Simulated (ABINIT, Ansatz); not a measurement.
An ABINIT input for a self-consistent single point of CrB (Cmcm, 4 atoms in the cell) (DFT, PBEsol, plane waves, norm-conserving pseudopotentials (PseudoDojo nc-sr-04 PBEsol standard)):

```
# CrB, PseudoDojo nc-sr-04 PBEsol standard
pp_dirpath "./"
pseudos "Cr.upf, B.upf"
acell 7.8624303374 7.8624303374 5.4838907274
rprim
         0.3489132302   -0.9371550340    0.0000000000
         0.3489132302    0.9371550340    0.0000000000
         0.0000000000    0.0000000000    1.0000000000
natom 4
ntypat 2
znucl 24 5
typat 1 1 2 2
xcart
         1.4516950000   -2.7654295998    2.1764625000
         1.4516950000    2.7654295998    0.7254875000
         1.4516950000   -0.5064209526    2.1764625000
         1.4516950000    0.5064209526    0.7254875000
      Angstrom
ecut 47 Ha
ixc -116133
occopt 3
tsmear 0.1 eV
nband 23
kptopt 1
ngkpt 8 8 8
nshiftk 1
shiftk 0 0 0
nstep 50
tolvrs 1.0e-11
prtwf 0
prtden 0
prtvol 1
enunit 1
```

Question: Give the Ansatz (an electronic-structure program) input for the same structure, mesh, smearing and functional.

Answer: One input that does it (others would too):

Ansatz 0.2 input:
```yaml
crystal:
  lattice:
    - [1.451695, -3.899145, 0.000000]
    - [1.451695, 3.899145, 0.000000]
    - [0.000000, 0.000000, 2.901950]
  atoms:
    - { symbol: Cr, position: [0.854620, 0.145380, 0.750000] }
    - { symbol: Cr, position: [0.145380, 0.854620, 0.250000] }
    - { symbol: B, position: [0.564940, 0.435060, 0.750000] }
    - { symbol: B, position: [0.435060, 0.564940, 0.250000] }
kpoints:
  mp_grid: { grid: [8, 8, 8] }
hamiltonian:
  xc: pbesol
  pseudopotentials: { kind: paw }
scf:
  occupations: { method: fermi_dirac, width: 0.1 }
output:
  forces: true
  eigenvalues: true
  stress: true
```

Basis, cutoffs, solver keys and any potentials are the target program's own. This input uses DFT, PBEsol, plane waves, default PAW files made with PBE.

The starting cell comes from a database of computed structures (which also holds hypothetical and non-ambient phases and stackings), without a prior relaxation at this level.
